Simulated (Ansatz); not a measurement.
End structure of the (22-43) surface of hcp Cd in its 1x1 cell, outermost plane spacing 0.35 Å in the ideal cut:

```yaml
crystal:
  lattice:
    - [5.25683, 0.00000, 0.00000]
    - [2.62841, 12.29882, 0.00000]
    - [0.00000, 0.00000, 26.00000]
  atoms:
    - { symbol: Cd, position: [0.54694, 0.79677, 0.32024] }
    - { symbol: Cd, position: [0.06181, 0.11953, 0.34757] }
    - { symbol: Cd, position: [0.13405, 0.34463, 0.33924] }
    - { symbol: Cd, position: [0.81662, 0.56344, 0.32527] }
    - { symbol: Cd, position: [0.98766, 0.89207, 0.34906] }
    - { symbol: Cd, position: [0.53756, 0.18019, 0.40127] }
    - { symbol: Cd, position: [0.59946, 0.40888, 0.39317] }
    - { symbol: Cd, position: [0.26959, 0.63927, 0.37120] }
    - { symbol: Cd, position: [0.45771, 0.95302, 0.41425] }
    - { symbol: Cd, position: [0.99881, 0.24805, 0.46287] }
    - { symbol: Cd, position: [0.07299, 0.47771, 0.44910] }
    - { symbol: Cd, position: [0.76440, 0.71334, 0.43225] }
    - { symbol: Cd, position: [0.92084, 0.01811, 0.47177] }
    - { symbol: Cd, position: [0.46745, 0.31449, 0.52148] }
    - { symbol: Cd, position: [0.53602, 0.55087, 0.49938] }
    - { symbol: Cd, position: [0.22814, 0.78756, 0.47829] }
    - { symbol: Cd, position: [0.39029, 0.08487, 0.52936] }
    - { symbol: Cd, position: [0.92925, 0.39039, 0.56778] }
    - { symbol: Cd, position: [0.00141, 0.62393, 0.54990] }
    - { symbol: Cd, position: [0.69689, 0.85396, 0.53709] }
    - { symbol: Cd, position: [0.86673, 0.15280, 0.58738] }
    - { symbol: Cd, position: [0.36674, 0.46301, 0.62794] }
    - { symbol: Cd, position: [0.45843, 0.69277, 0.60587] }
    - { symbol: Cd, position: [0.17352, 0.92358, 0.59978] }
    - { symbol: Cd, position: [0.33975, 0.21540, 0.65175] }
    - { symbol: Cd, position: [0.83917, 0.54158, 0.67474] }
    - { symbol: Cd, position: [0.92668, 0.76055, 0.65886] }
    - { symbol: Cd, position: [0.63553, 0.98712, 0.65132] }
    - { symbol: Cd, position: [0.80512, 0.30963, 0.68183] }
```

Slab: 29 atoms, 9.9 Å thick at the start (thin: gaps and levels are the slab's own); k 8x3x1, smearing 0.1 eV, dipole-corrected; all atoms relaxed; no symmetry held; no spin, no spin-orbit, no U.

Task: Give the work function of the top face at the level Ansatz (an electronic-structure program) with PBE.

Result: 4.04 eV
